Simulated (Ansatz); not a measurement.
The parent structure is Zr in the hcp (Mg type) structure (space group P6_3/mmc, No. 194; a = 3.244 Å, c = 5.158 Å; relaxed with 0.1 eV smearing). Axes: x lies along a and z along c of the hexagonal cell.

Level of theory: Ansatz (a program for electronic structure) r2SCAN, spin-orbit coupling left out, earlier PAW set.

For the base:

| Item | Value |
|---|---|
| Shortest interatomic distance | 318.8 pm |

Modification: uniaxial strain ε_xx = +3.56 %, all other strain components held at zero, atoms relaxed at fixed cell.

### Question
How does this affect the shortest interatomic distance?

### Answer
The shortest interatomic distance grows by 1.1 pm, from 318.8 pm to 319.9 pm.

### Question
What does the calculation give for the energy relative to the base after the change?

### Answer
The energy grows by 13 meV/atom.

No phonon test of stability was made. The final runs are not spin-polarised.
